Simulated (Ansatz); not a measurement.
Method: PBE (plane waves to 420 eV, PAW; Ansatz, a first-principles code).

Plane-averaged electrostatic potential energy along the normal, in eV from the Fermi level, for S on the 1x1 (111) surface of fcc Ir, one in a 2x2 cell, started at the site 'hollow Ir-Ir-Ir over Ir at depth 2.2 Å':

```csv
z (Å),V (eV)
5.49,5.49
5.78,5.49
6.07,5.49
6.36,5.49
6.64,5.47
6.93,5.45
7.22,5.40
7.51,5.29
7.80,5.05
8.09,4.50
8.38,3.30
8.67,0.61
8.96,-6.09
9.24,-15.70
9.53,-22.66
9.82,-23.38
10.11,-17.55
10.40,-8.45
10.69,-2.33
10.98,-3.38
11.27,-11.06
11.56,-19.85
11.84,-24.32
12.13,-22.11
12.42,-14.40
12.71,-5.53
13.00,-1.95
13.29,-5.45
13.58,-14.28
13.87,-21.99
14.16,-24.23
14.44,-19.78
14.73,-11.00
15.02,-3.25
15.31,-1.86
15.60,-7.19
15.89,-16.32
16.18,-22.95
16.47,-23.43
16.76,-17.49
17.04,-8.38
17.33,-2.05
17.62,-0.51
17.91,0.08
18.20,0.64
18.49,1.75
18.78,3.48
19.07,4.45
19.36,4.82
19.64,4.96
19.93,5.02
20.22,5.04
20.51,5.05
20.80,5.05
21.09,5.06
21.38,5.06
21.67,5.06
21.96,5.06
22.24,5.06
```

Model: 17-atom slab, 6.6 Å thick at the start under the adsorbate (thin: gaps and levels are the slab's own), 6x6x1 mesh, Fermi-Dirac 0.1 eV, dipole correction, 8 atoms held, the rest relaxed; held to the start's symmetry, so lower structures may exist; no spin, no spin-orbit, no U, no dispersion correction. At the end it is bonded to 3 Ir. In PBE it is, or lies within 0.03 eV of, the lowest of the starts that converged.

Task: The surface cell has an area of 25.95 Å². What dipole along the normal does the step between the two vacuum levels imply?

Result: the top vacuum level lies 0.44 eV below the bottom one; p = −ε₀ A ΔV (ε₀ = 0.005526 e/(V·Å)) gives 0.06 e·Å a cell.
